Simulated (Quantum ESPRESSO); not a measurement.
Worked example: self-consistent single point of CaSi (Cmcm, 4 atoms in the cell) in Quantum ESPRESSO.

Level of theory: PBEsol, GBRV 1.5 ultrasoft (PBESOL) pseudopotentials (plane waves; Quantum ESPRESSO 7.5).

```
CaSi
1.0
    2.34595    -5.51732     0.00000
    2.34595     5.51732     0.00000
    0.00000     0.00000     3.99680
Si Ca
2 2
Direct
  0.93000   0.07000   0.25000
  0.07000   0.93000   0.75000
  0.64000   0.36000   0.25000
  0.36000   0.64000   0.75000
```

Reference input (self-consistent single point, DFT, PBEsol, plane waves, GBRV 1.5 ultrasoft (PBESOL) pseudopotentials): ecutwfc = 40 Ry; ecutrho = 200 Ry; occupations = smearing; smearing = marzari-vanderbilt; degauss = 0.0073499 Ry; potentials = {Si: si_pbesol_v1.uspp.F.UPF, Ca: ca_pbesol_v1.uspp.F.UPF}; K_POINTS = automatic 8 8 8 0 0 0; conv_thr = 1e-08 Ry. This run's input differs from it in these lines:

```diff
@@ -11,4 +11,4 @@
    ntyp = 2
-   ecutwfc = 40
-   ecutrho = 200
+   ecutwfc = 24
+   ecutrho = 120
    occupations = 'smearing'
```

The program printed (abridged):

```
     Self-consistent Calculation

     iteration #  1     ecut=    24.00 Ry     beta= 0.70

     Threshold (ethr) on eigenvalues was too large:
     Diagonalizing with lowered threshold

     total energy              =    -168.94084046 Ry
     estimated scf accuracy    <       0.07996697 Ry

     iteration #  2     ecut=    24.00 Ry     beta= 0.70

     total energy              =    -168.95049292 Ry
     estimated scf accuracy    <       0.05880333 Ry

     iteration #  3     ecut=    24.00 Ry     beta= 0.70

     total energy              =    -168.96404490 Ry
     estimated scf accuracy    <       0.00165836 Ry

   [... 4 blocks of this kind left out ...]

     iteration #  8     ecut=    24.00 Ry     beta= 0.70

     total energy              =    -168.96442608 Ry
     estimated scf accuracy    <       0.00000007 Ry

     iteration #  9     ecut=    24.00 Ry     beta= 0.70
     End of self-consistent calculation

     Number of k-points >= 100: set verbosity='high' to print the bands.

     the Fermi energy is     6.8008 ev

!    total energy              =    -168.96442610 Ry
     estimated scf accuracy    <          5.0E-11 Ry
     smearing contrib. (-TS)   =      -0.00000069 Ry
     internal energy E=F+TS    =    -168.96442541 Ry

     convergence has been achieved in   9 iterations

     Forces acting on atoms (cartesian axes, Ry/au):

     atom    1 type  1   force =    -0.00000000   -0.01170311    0.00000000
     atom    2 type  1   force =     0.00000000    0.01170311    0.00000000
     atom    3 type  2   force =     0.00000000    0.00622227   -0.00000000
     atom    4 type  2   force =     0.00000000   -0.00622227    0.00000000

     Total force =     0.018745     Total SCF correction =     0.000011

          total   stress  (Ry/bohr**3)                   (kbar)     P=      -56.29
  -0.00038503   0.00000000   0.00000000          -56.64        0.00        0.00
  -0.00000000  -0.00036585   0.00000000           -0.00      -53.82        0.00
   0.00000000   0.00000000  -0.00039705            0.00        0.00      -58.41

   JOB DONE.
```

The run converged in 9 iterations. Against the reference run the free energy goes up by 2.4 meV/atom, the pressure goes from -5.47 to -5.63 GPa and the largest force stays at 0.301 eV/Å.

The starting cell comes from a database of published, mostly measured structures (it also holds non-ambient and calculated ones), without a prior relaxation at this level. Its lattice was rescaled by a random factor within 2.5 % of one. At the lowered cutoff the pressure carries the error of an incomplete plane-wave basis.

Cost on one core of a shared machine: roughly 60 s.
